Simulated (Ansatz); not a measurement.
Cubic perovskite CsSnI₃ (cubic high-temperature phase) was calculated with rVV10 (PAW; Ansatz, a quantum-chemistry and plane-wave program).

Run with plane-wave cutoff 520 eV, 6×6×6 k mesh, Fermi–Dirac smearing 0.01 eV, scalar-relativistic PAW data made under PBE.

The volume scan:

| V (Å³/atom) | E − E_lowest (meV/atom) |
|---|---|
| 45.373 | 11.11 |
| 46.338 | 4.74 |
| 47.303 | 1.14 |
| 48.269 | 0.00 |
| 49.234 | 1.06 |
| 50.200 | 4.09 |
| 51.165 | 8.88 |

Problem. Fit the third-order Birch–Murnaghan equation and give B0 and B′.

Solution. V0 = 48.268 Å³/atom, B0 = 18.2 GPa, B′ = 4.6 (fit to the energies at full precision).

Note: the relaxation could not lower the start's symmetry, so the cell can be a saddle point above a distorted one.

Spin–orbit coupling is not included.

Static lattice: no zero-point or thermal effects.
